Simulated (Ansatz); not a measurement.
How far PBE and PBEsol part for HfSi2, pressure 7 GPa

The reference is HfSi₂ (space group Cmcm, No. 63; a = 3.683 Å, b = 14.598 Å, c = 3.658 Å).

(Cell as relaxed with PBE.)

Levels (all Ansatz, a quantum-chemistry and plane-wave program, PAW, earlier PAW set): PBE (420 eV, no spin-orbit coupling); PBEsol (420 eV, no spin-orbit coupling).

Each level relaxes its own structure.

```json
[
 {"base": "volume per atom", "PBE": "16.39 Å³", "PBEsol": "15.87 Å³"},
 {"base": "band gap", "PBE": "zero", "PBEsol": "zero"}
]
```

The change: cell and atoms relaxed at a pressure of 7 GPa.

```json
[
 {"quantity": "volume per atom", "PBE": "15.59 Å³", "PBEsol": "15.14 Å³"},
 {"quantity": "band gap", "PBE": "zero", "PBEsol": "zero"}
]
```

PBE's volume per atom lies 0.45 Å³ above PBEsol's (3.0 %); the two agree on the band gap. Neither level is exact; PBEsol is the comparison here, not a measurement.

Load acts through the strain it causes; cell and atoms are relaxed under it. Stability against distortions was not tested. No other phases were tried under pressure. The final runs are not spin-polarised.
